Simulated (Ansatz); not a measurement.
Start from HfO₂ in the rutile structure (space group P4_2/mnm, No. 136; a = 4.8301 Å, c = 3.2097 Å; a cell from a computed database, its experimental status unchecked).

Modification: S takes the place of O on all its sites, then cell and atoms are relaxed.

Levels (all Ansatz, an electronic-structure program, PAW): PBEsol (420 eV, no spin-orbit coupling); HSE06 (420 eV, without spin-orbit coupling).

The geometry is relaxed with PBEsol.

| Quantity | Result |
|---|---|
| PBEsol lowest conduction level above the VBM at special points | Γ 0.26 eV; M 0.53 eV; R 0.87 eV |

### Question
Predict the lowest conduction level above the VBM at special points from HSE06.

### Answer
The lowest conduction level above the VBM at special points changes from Γ 0.26 eV; M 0.53 eV; R 0.87 eV to Γ 1.10 eV; M 1.38 eV; R 1.74 eV.

Single points use the geometry relaxed with PBEsol. HSE06 gaps are upper bounds (no full band path). The levels and masses belong to the bands next to the band gap. Stability against distortions was not tested. As relaxed here, HfS2 is a hypothetical phase, not in the database extracts checked. This is not the structure that HfO2 has at room temperature and ambient pressure.
